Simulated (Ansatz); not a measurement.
## SiC under a change: Si → Mn

The parent structure is SiC in the wurtzite structure (space group P6_3mc, No. 186; a = 3.092 Å, c = 5.074 Å).

The change: every Si is replaced by Mn; the structure is relaxed again.

All numbers come from Kohn–Sham DFT with the PBE functional, run in Ansatz (an electronic-structure program) with PAW and 420 eV plane waves, no spin-orbit coupling, earlier PAW set. k-mesh 16×16×12 (Γ-centred); smearing 0.05 eV (Fermi–Dirac), for the changed cell.

```yaml
volume_per_atom: 9.48 Å³ (base 10.50 Å³)
density: 5.86 g/cm³ (base 3.17 g/cm³)
space_group: P6_3/mmc (No. 194) (base P6_3mc (No. 186))
band_gap: zero (base 2.31 eV)
magnetic_state: ferromagnetic (base not spin-polarised)
largest_site_moment: 1.12 μB (base 0.00 μB)
```

Other magnetic orders, which the real material may have, were not ruled out. Whether these cells are dynamically stable was not tested. As relaxed here, MnC is a hypothetical phase, not in the database extracts checked.
